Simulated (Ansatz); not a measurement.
Abridged Ansatz (an electronic-structure program) output:

```
Relaxation: its limit of steps is 50 (relax.max_steps)
Pseudopotential: Te, paw, valence charge 16
Pseudopotential: Sb, paw, valence charge 15
Pseudopotential: Ge, paw, valence charge 14
Crystal: 9 atoms, lattice volume = 265.203 Å³
Basis set: ecut = 500 eV, 6727 PW (Γ), exchange–correlation on 60×64×270 points (8 copies of the dense FFT grid, shifted against one another)
Bands: 83, of which v1, the nominal top of the filled ones, is band 69 counted from 1 (68 counted from 0)
Symmetry: 4 space group operations
k-points: 140 of 507
Functional: x = r2scan, c = r2scan + rvv10(b = 11.95, C = 0.0093); τ floored in thin density (d = 2e-4 eV/Å³)
SCF iter   1: F=—  HF=-56562.370554 eV  |F-HF|=—  |Δ(HF+E_count)|=         —  Δρ=4.61e-3  dr2=2.67e-1  dr2_τ=6.05e-3  ethr=1.77e-3  ⟨swp⟩=6.3  Hψ=44265  notcnv=0  defer=109
SCF iter   2: F=—  HF=-56562.541324 eV  |F-HF|=—  |Δ(HF+E_count)|=   1.71e-1  Δρ=5.20e-3  dr2=2.08e0  dr2_τ=2.06e-3  ethr=1.94e-4  ⟨swp⟩=4.1  Hψ=27348  notcnv=0  defer=479  recentre
SCF 1 converged in 11 iterations: F = -56562.403359 eV  dr2 = 9.23e-11
relax step   1: F+E_penalty+E_count = -56562.40335888 eV  Δ(F+E_penalty+E_count) = +0.000e0 eV  max|allowed force component| = 1.361e-1 eV/Å  Δτ_max = 0.0000 Å  (11 SCF iters, accepted)
Crystal: 9 atoms, lattice volume = 265.203 Å³
SCF iter   1: F=—  HF=-56561.861717 eV  |F-HF|=—  |Δ(HF+E_count)|=         —  Δρ=4.48e-3  dr2=6.50e-2  dr2_τ=6.56e-1  ethr=4.62e-5  ⟨swp⟩=2.0  Hψ=48523  notcnv=0  defer=323
SCF iter   2: F=—  HF=-56562.378546 eV  |F-HF|=—  |Δ(HF+E_count)|=   5.17e-1  Δρ=2.97e-3  dr2=1.40e-2  dr2_τ=2.81e-4  ethr=4.62e-5  ⟨swp⟩=3.0  Hψ=21869  notcnv=0  defer=323
SCF 2 converged in 13 iterations: F = -56562.384903 eV  dr2 = 2.07e-10
relax step   2: F+E_penalty+E_count = -56562.38490295 eV  Δ(F+E_penalty+E_count) = +1.846e-2 eV  max|allowed force component| = 2.285e-1 eV/Å  Δτ_max = 0.1458 Å  (13 SCF iters, rejected (line search))
Crystal: 9 atoms, lattice volume = 265.203 Å³
SCF iter   1: F=—  HF=-56562.172380 eV  |F-HF|=—  |Δ(HF+E_count)|=         —  Δρ=2.90e-3  dr2=1.52e-2  dr2_τ=2.82e-1  ethr=2.02e-4  ⟨swp⟩=6.8  Hψ=36815  notcnv=0  defer=365
SCF iter   2: F=—  HF=-56562.417225 eV  |F-HF|=—  |Δ(HF+E_count)|=   2.45e-1  Δρ=1.86e-3  dr2=3.84e-2  dr2_τ=1.64e-4  ethr=1.10e-5  ⟨swp⟩=3.0  Hψ=23451  notcnv=0  defer=455
SCF 3 converged in 10 iterations: F = -56562.411010 eV  dr2 = 6.97e-10
relax step   3: F+E_penalty+E_count = -56562.41100980 eV  Δ(F+E_penalty+E_count) = -7.651e-3 eV  max|allowed force component| = 1.935e-2 eV/Å  Δτ_max = 0.0515 Å  (10 SCF iters, accepted)
[...]
  atom   1  Te    -0.00000000     0.00000000     0.00000000
  atom   2  Sb    -0.00000000     0.00046229    -0.00144565
  atom   3  Sb     0.00000000    -0.00046229     0.00144565
  atom   4  Te     0.00000000    -0.00056788     0.00051430
  atom   5  Te    -0.00000000     0.00056788    -0.00051430
  atom   6  Ge    -0.00000000     0.00011953    -0.00014801
  atom   7  Ge     0.00000000    -0.00011953     0.00014801
  atom   8  Te     0.00000000     0.00015415     0.00019064
  atom   9  Te    -0.00000000    -0.00015415    -0.00019064
--- Stress (GPa, compression-positive) ---
        2.105927       0.000000       0.000000
        0.000000       0.688124       0.337114
        0.000000       0.337114       0.537856
  P = ⅓ Tr σ = 1.1106 GPa (11.106 kbar)
--- Relaxed structure (6 steps of the walk, 5 accepted, 0 SCFs on fresh bases) ---
  atoms:
    - { symbol: Te, position: [6.6030831414930455e-21, 1.3206166282987122e-20, 0.0] }
    - { symbol: Sb, position: [0.6703322827529092, 0.34066456550581814, 0.1145010583489259] }
    - { symbol: Sb, position: [0.3296677172470908, 0.6593354344941819, 0.8854989416510742] }
    - { symbol: Te, position: [0.3371167377985513, 0.6742334755971028, 0.21415548260855918] }
    - { symbol: Te, position: [0.6628832622014488, 0.3257665244028973, 0.7858445173914409] }
    - { symbol: Ge, position: [0.00603429980269036, 0.01206859960538072, 0.33490874812808724] }
    - { symbol: Ge, position: [-0.00603429980269036, -0.01206859960538072, 0.6650912518719129] }
    - { symbol: Te, position: [0.6730446243227491, 0.34608924864549806, 0.4150113961897651] }
    - { symbol: Te, position: [0.32695537567725097, 0.6539107513545022, 0.5849886038102351] }
```

**Question.** What was computed, and what are the main results?

**Answer.** Ge2Sb2Te5, 9 atoms in the cell, with plane-wave PAW DFT at the r2SCAN+rVV10 level (Ansatz, 500 eV), no spin-orbit coupling. The last SCF converged to F = -56562.411420 eV, or -6284.7124 eV per atom, at a pressure of 1.11 GPa. The total energy compares only with runs of the same code, potentials and settings.

With Sb and Te present, leaving out spin-orbit coupling can change the band edges. The cells carry an imposed strain or load. Stability against distortions was not tested. The final runs are not spin-polarised. The cell was made from Ge2Sb2Te5 (space group P-3m1, No. 164) by this change: uniaxial strain ε_xx = −2.48 %.

Keys are those of Ansatz 0.2.
